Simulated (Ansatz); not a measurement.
# What isotropic strain −0.50 % does to BeS

The parent structure is BeS in the zinc blende structure (space group F-43m, No. 216; a = 4.8761 Å).

The change: the cell is scaled by 0.9950 in all directions; the atoms relax in the strained cell.

Computed with Kohn–Sham DFT with the PBE functional, run in Ansatz (a program for electronic structure) with PAW and 420 eV plane waves, no spin-orbit coupling. Settings: 12×12×12 k-points, 0.05 eV Fermi–Dirac smearing.

```tsv
quantity	base	changed	shift
volume per atom	14.49 Å³	14.28 Å³	-0.216 Å³
space group	F-43m (No. 216)	F-43m (No. 216)	–
shortest interatomic distance	2.111 Å	2.101 Å	-0.0106 Å
energy relative to the base (free energy F)	0 meV/atom	+1.0 meV/atom	+1.0 meV/atom
pressure	0.00 GPa	1.44 GPa	+1.44 GPa
band gap	3.15 eV	3.11 eV	-0.033 eV
gap character	indirect, Γ → X	indirect, Γ → X	–
smallest direct gap	5.61 eV	5.63 eV	+0.02 eV
mean gap deformation potential ΔEg/Δln V	–	+2.2 eV	–
width of the top valence band	3.27 eV	3.34 eV	+0.07 eV
electron mass	0.84 mₑ along k, 0.29 mₑ across (at X)	0.83 mₑ along k, 0.29 mₑ across (at X)	–
hole mass (degenerate bands, along [100])	0.34, 0.57, 0.57 mₑ (at Γ)	0.34, 0.56, 0.56 mₑ (at Γ)	–
```

Final structure:

```yaml
crystal:
  lattice:
    - [0.00000, 2.42587, 2.42587]
    - [2.42587, 0.00000, 2.42587]
    - [2.42587, 2.42587, 0.00000]
  atoms:
    - { symbol: Be, position: [0.00000, 0.00000, 0.00000] }
    - { symbol: S, position: [0.25000, 0.25000, 0.25000] }
```

Effective masses come from finite differences of ±0.01 Å⁻¹. Along k means along the line from Γ to the band edge. No phonon test of stability was made.
